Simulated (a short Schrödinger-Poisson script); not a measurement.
Structure: MOS inversion layer, SiO2 on p-type Si(100), at 300 K.

From the gate side: 1.1 nm SiO2; 1700 nm Si, acceptors 1.9e17 cm⁻³.

The device is made up for the run: typed textbook-type constants, with dimensions and the other settings drawn at random. SiO2: permittivity 3.9, conduction-band edge (eV) 3.15, gap (eV) 9, electron mass (mₑ) 0.5. Si: permittivity 11.7, conduction-band edge (eV) 0, gap (eV) 1.124, Nv at 300 K (cm⁻³) 3.1e19.

Channel valleys (confinement mass, in-plane density-of-states mass, number): Δ2 0.916, 0.19, 2; Δ4 0.19, 0.417, 4. At the gate the conduction-band edge of layer 1 lies 3.28 eV − eVg above the Fermi level of the channel; the field vanishes at the back. Gaps are held at their typed values at every temperature. Mesh 0.03 nm at interfaces.

From a short Schrödinger-Poisson script (our own, NumPy): 1D Poisson equation in equilibrium, electrons quantum, Hartree (BenDaniel-Duke, 12 states a valley, the channel's in-plane mass for all, wave functions ending at the dielectric), parabolic valleys, classical holes, full ionisation, no traps, pinning or gate leakage.

```tsv
Vg (V)	electrons (cm⁻²)	C (μF/cm²)	Δ2 E0 (meV from the Fermi level)	Δ4 E0 (meV from the Fermi level)
0.05	2.13e9	0.145	215.0	257.5
0.1	1.23e10	0.194	169.1	212.5
0.15	6.37e10	0.418	125.9	170.4
0.2	2.36e11	0.888	90.9	137.3
0.25	5.66e11	1.31	66.5	115.7
0.3	1.01e12	1.58	49.5	101.9
0.35	1.53e12	1.75	36.7	92.5
0.4	2.09e12	1.87	26.4	85.6
0.45	2.69e12	1.96	17.7	80.2
0.5	3.31e12	2.02	10.2	75.9
0.55	3.94e12	2.07	3.4	72.3
0.6	4.60e12	2.12	-2.8	69.2
0.65	5.26e12	2.15	-8.5	66.4
0.7	5.94e12	2.18	-13.9	64.0
0.75	6.62e12	2.21	-18.9	61.8
0.8	7.32e12	2.23	-23.8	59.7
0.85	8.02e12	2.25	-28.5	57.8
0.9	8.72e12	2.27	-33.0	56.0
```

Gate voltages with under 1e9 electrons/cm² are left out.

Task: At Vg = 0.9 V the lowest Δ2 subband lies at -33.0 meV from the Fermi level. How many electrons does it hold, and what share of all?

Result: The two-dimensional density of states is g m/(πħ²) = 1.59e11 cm⁻² meV⁻¹ (both spins), kT = 25.9 meV, so n = D kT ln(1 + exp(−E/kT)) = 6.25e12 cm⁻², 0.72 of the 8.72e12 cm⁻² in all.

Task: Compare the slope of the sheet density between 0.8 and 0.9 V with the geometric capacitance of the layers between gate and channel.

Result: q Δn/ΔV = 2.24 μF/cm²; ε0/Σ(t/ε) = 3.14 μF/cm². The ratio is 0.71: the channel acts as a further capacitance in series.
